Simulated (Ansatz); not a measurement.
Consider GaN in the zinc blende structure (space group F-43m, No. 216; a = 4.498 Å).

Level of theory: Ansatz (an electronic-structure program) r2SCAN, scalar-relativistic without spin-orbit coupling.

Base values:

The lattice parameter a is 4.498 Å. The hole mass is 0.18, 0.86, 0.86 mₑ (at Γ).

One thing is altered: full substitution N → As; the structure is relaxed again.

Tabulated Pauling electronegativity and covalent radius: N 3.04, 0.71 Å; As 2.18, 1.19 Å.

Problem. How does this affect the lattice parameter a and hole mass?

Solution. The lattice parameter a rises by 1.169 Å to 5.667 Å; the hole mass (degenerate bands, along [100]) changes from 0.18, 0.86, 0.86 mₑ (at Γ) to 0.050, 0.34, 0.34 mₑ (at Γ).

The levels and masses belong to the bands next to the band gap. Masses are band curvatures over ±0.01 Å⁻¹ around the edge. Stability against distortions was not tested. This is not the structure that GaN has at room temperature and ambient pressure.
